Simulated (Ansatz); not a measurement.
Consider ZnSe in the zinc blende structure (space group F-43m, No. 216; a = 5.733 Å).

(Cell as relaxed with PBE.)

Levels (all Ansatz, a program for electronic structure, PAW, earlier PAW set): PBE (420 eV, spin-orbit coupling left out); r2SCAN (500 eV, no spin-orbit coupling).

Each level relaxes its own structure.

```csv
quantity,PBE,r2SCAN
volume per atom,23.55 Å³,___
lattice parameter a,5.733 Å,___
band gap,1.15 eV,___
gap character,direct at Γ,___
electron mass,0.089 mₑ,___
"hole mass (degenerate bands, along [100])","0.094, 0.63, 0.63 mₑ",___
```

Q: What does r2SCAN give?

A: 
- volume per atom, r2SCAN: 22.74 Å³
- lattice parameter a, r2SCAN: 5.666 Å
- band gap, r2SCAN: 1.86 eV
- gap character, r2SCAN: direct at Γ
- electron mass, r2SCAN: 0.12 mₑ
- hole mass (degenerate bands, along [100]), r2SCAN: 0.13, 0.60, 0.60 mₑ

PBE's volume per atom lies 0.815 Å³ above r2SCAN's (3.6 %); PBE's lattice parameter a lies 0.067 Å above r2SCAN's (1.2 %); PBE's band gap lies 0.71 eV below r2SCAN's; the two agree on the gap character. Neither level is exact; r2SCAN is the comparison here, not a measurement.

Effective masses come from finite differences of ±0.01 Å⁻¹. Stability against distortions was not tested.
